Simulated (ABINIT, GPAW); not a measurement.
An ABINIT input for a self-consistent single point of Ba (Im-3m, 1 atom in the cell) (DFT, PBE, plane waves, PAW (JTH v2.0 PBE PAW)):

```
# Ba, JTH v2.0 PBE PAW
pp_dirpath "./"
pseudos "Ba.GGA_PBE-JTH.xml"
acell 3*1.0 Angstrom
rprim
        -2.4836600000    2.4836600000    2.4836600000
         2.4836600000   -2.4836600000    2.4836600000
         2.4836600000    2.4836600000   -2.4836600000
natom 1
ntypat 1
znucl 56
typat 1
xred    0.0000000000    0.0000000000    0.0000000000
ecut 20
pawecutdg 40
pawxcdev 0
ixc 11
occopt 3
tsmear 0.1 eV
nband 10
kptopt 1
ngkpt 9 9 9
nshiftk 1
shiftk 0 0 0
nstep 50
tolvrs 1.0e-10
prtwf 0
prtden 0
enunit 1
```

### Question
Give the GPAW input for the same structure, mesh, smearing and functional.

### Answer
This is the input that was run; spellings and numerical settings could be chosen otherwise.

```python
from ase import Atoms
from ase.units import GPa
from gpaw import GPAW

atoms = Atoms(['Ba'],
              cell=[[-2.483660, 2.483660, 2.483660],
                    [2.483660, -2.483660, 2.483660],
                    [2.483660, 2.483660, -2.483660]],
              positions=[[0.000000, 0.000000, 0.000000]],
              pbc=True)

calc = GPAW(mode={'name': 'pw', 'ecut': 600},
            xc='PBE',
            kpts=(9, 9, 9),
            occupations={'name': 'fermi-dirac', 'width': 0.1},
            nbands=-5,
            convergence={'density': 1e-05, 'energy': 1e-05},
            symmetry={'symmorphic': False, 'tolerance': 0.0005},
            maxiter=150,
            txt='-')

atoms.calc = calc

energy = atoms.get_potential_energy()
print('Energy (eV):', round(energy, 6))
forces = atoms.get_forces()
print('Forces (eV/Ang):')
print(forces.round(5))
stress = atoms.get_stress()
print('Stress (GPa, Voigt):', (stress / GPa).round(4))
```

Basis settings and potentials, where a program has them, do not carry over. This input uses DFT PBE, plane waves, GPAW PAW datasets PBE (gpaw-data 1.0.1). Both were run: pressure 0.40 GPa in ABINIT and 0.36 in GPAW.

On GPAW: the starting cell has typed, rounded lattice constants, without a prior relaxation at this level. Its lattice was rescaled by a random factor within 2.5 % of one. For this run, on top of that: lattice scaled by 0.98.

On ABINIT: the starting cell has typed, rounded lattice constants, without a prior relaxation at this level. Its lattice was rescaled by a random factor within 2.5 % of one. For this run, on top of that: lattice scaled by 0.98.
